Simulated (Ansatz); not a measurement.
Take TiC in the rock salt structure (space group Fm-3m, No. 225; a = 4.328 Å; relaxed with 0.1 eV smearing) as the base.

Computed with Ansatz (a first-principles code) r2SCAN, no SOC.

For the base:

```
Property    Value
--------  -------
Pressure  0.0 GPa
Band gap     zero
```

Perturbation: every lattice vector is shortened by 2.50 %; the atoms relax in the strained cell.

Q: What happens to the pressure and band gap?

A: The pressure goes from zero to 23.2 GPa; the band gap remains zero.

Stability against distortions was not tested. The final runs are not spin-polarised.
